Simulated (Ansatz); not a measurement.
AlHO$_{2}$ (space group Cmc2_1, No. 36; layered, stacked along the Cartesian x axis)

```
CELL_PARAMETERS angstrom
      1.43426    -5.94167     0.00000
      1.43426     5.94167     0.00000
      0.00000     0.00000     3.71535
ATOMIC_POSITIONS crystal
  Al 0.31975 0.68025 0.75092
  Al 0.68025 0.31975 0.25092
  H  0.98280 0.01720 0.55479
  H  0.01720 0.98280 0.05479
  O  0.70857 0.29143 0.75046
  O  0.29143 0.70857 0.25046
  O  0.92410 0.07590 0.75510
  O  0.07590 0.92410 0.25510
```

Computed with PBEsol (Ansatz, a quantum-chemistry and plane-wave program, PAW, spin-orbit coupling left out). Settings: 12×12×9 k-points, 0.05 eV Fermi–Dirac smearing.

The volume per atom is 7.92 Å³. The density is 3.15 g/cm³. The band gap is 5.40 eV, indirect, Y → Γ. The lowest conduction-band minima above the VBM is Γ 5.40 eV and the total energy is -416.566 eV/atom (σ→0; compares only within this code and set-up).

Whether these cells are dynamically stable was not tested. No dispersion term is included in the PBEsol runs.
